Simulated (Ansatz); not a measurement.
# Cd3As2 under a change: pressure 1.5 GPa

Start from Cd3As2 (space group Pn-3m, No. 224; a = 6.3331 Å; a cell from a computed database, its experimental status unchecked).

Now apply this change: a hydrostatic pressure of 1.5 GPa.

Calculations: PBEsol/PAW in Ansatz (a first-principles code), no SOC. Γ-centred 8×8×8 mesh, Fermi–Dirac width 0.05 eV.

| quantity | base | changed | shift |
|---|---|---|---|
| volume per atom | 25.40 Å³ | 24.76 Å³ | -0.645 Å³ |
| density | 6.37 g/cm³ | 6.53 g/cm³ | +0.166 g/cm³ |
| shortest interatomic distance | 2.742 Å | 2.719 Å | -0.023 Å |
| enthalpy H = E + PV relative to the base's energy | – | +0.23 eV/atom | – |
| band gap | zero | zero | – |

Final structure:

```yaml
crystal:
  lattice:
    - [6.27903, 0.00000, 0.00000]
    - [0.00000, 6.27903, 0.00000]
    - [0.00000, 0.00000, 6.27903]
  atoms:
    - { symbol: Cd, position: [0.50000, 0.00000, 0.50000] }
    - { symbol: Cd, position: [0.50000, 0.00000, 0.00000] }
    - { symbol: Cd, position: [0.50000, 0.50000, 0.00000] }
    - { symbol: Cd, position: [0.00000, 0.50000, 0.00000] }
    - { symbol: Cd, position: [0.00000, 0.50000, 0.50000] }
    - { symbol: Cd, position: [0.00000, 0.00000, 0.50000] }
    - { symbol: As, position: [0.25000, 0.75000, 0.75000] }
    - { symbol: As, position: [0.75000, 0.75000, 0.25000] }
    - { symbol: As, position: [0.75000, 0.25000, 0.75000] }
    - { symbol: As, position: [0.25000, 0.25000, 0.25000] }
```

Cost of the whole job for the changed cell (relaxation, final SCF and bands): very roughly 2.7 core-minutes.

Load acts through the strain it causes; cell and atoms are relaxed under it. No phonon test of stability was made. The final runs are not spin-polarised. The zero or small gap of Cd3As2 can change with the level of theory.
